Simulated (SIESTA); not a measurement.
Band structure of WS2 (P-6m2, 3 atoms in the cell).

```xyz
3
Lattice="3.1539 0.0000 0.0000 -1.5770 2.7314 0.0000 0.0000 0.0000 16.7929" Properties=species:S:1:pos:R:3 pbc="T T T"
W      0.0000     0.0000     0.0000
S      0.0000     1.8209    15.2480
S      0.0000     1.8209     1.5450
```

Method: LDA PW92, numerical atomic orbitals TZP, PseudoDojo LDA standard norm-conserving potentials (rewritten from UPF to PSML) in SIESTA.

Settings: XC.functional = LDA; XC.authors = PW92; potentials = PseudoDojo LDA standard; PAO.BasisSize = TZP; PAO.EnergyShift = 0.01 Ry; MeshCutoff = 350 Ry; kgrid.MonkhorstPack = 6 6 1; OccupationFunction = FD; ElectronicTemperature = 10 K; MaxSCFIterations = 150; SCF.Mixer.Method = Broyden; SCF.Mixer.Weight = 0.1; SCF.Mixer.History = 8; SCF.DM.Tolerance = 1.0E-05.

The starting cell comes from a database of computed structures (which also holds hypothetical and non-ambient phases and stackings), without a prior relaxation at this level. Its lattice was rescaled by a random factor within 2.5 % of one. Spin-orbit coupling is off. Values carry the incompleteness of an atom-centred basis.

Predict the gap along the standard path and the places of the band edges.

The gap along the path is 1.77 eV, from Γ to K; the smallest direct gap on it is 1.82 eV.

Levels in eV from the top of the valence band on the path, bands 10 to 14:
```
point     10     11     12     13    14
-----  -----  -----  -----  -----  ----
Γ      -1.99  -1.72  -1.72   0.00  2.99
M      -3.60  -2.10  -1.22  -0.95  2.81
K      -3.98  -3.29  -2.38  -0.05  1.77
A      -1.99  -1.72  -1.72   0.00  2.99
L      -3.60  -2.10  -1.22  -0.95  2.81
H      -3.98  -3.29  -2.38  -0.05  1.77
```

Higher empty bands are left out: an atom-centred basis made for the valence describes them poorly.
